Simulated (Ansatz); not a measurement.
The reference is Hf in the hcp (Mg type) structure (space group P6_3/mmc, No. 194; a = 3.1983 Å, c = 5.0488 Å; relaxed with 0.1 eV smearing). Axes: x lies along a and z along c of the hexagonal cell.

All numbers come from r2SCAN (Ansatz, a quantum-chemistry and plane-wave program, PAW, scalar-relativistic without spin-orbit coupling).

For the base:

The shortest interatomic distance is 3.128 Å and the band gap is zero.

Now apply this change: a pure shear with ε_xz = ε_zx = 0.0200; the atoms relax in the strained cell.

**Question.** How does this affect the energy relative to the base?

**Answer.** The energy increases by 6.5 meV/atom.

**Question.** What does the calculation give for the stress after the change?

**Answer.** The stress (xx, yy, zz, yz, xz, xy; compression positive) comes out as (0.0, 0.0, 0.1, 0.0, -2.3, 0.0) GPa.

**Question.** What does the calculation give for the shortest interatomic distance after the change?

**Answer.** The shortest interatomic distance falls by 0.0503 Å (3.128 Å → 3.077 Å).

**Question.** What happens to the band gap?

**Answer.** The band gap remains zero.

No phonon test of stability was made. The final runs are not spin-polarised.
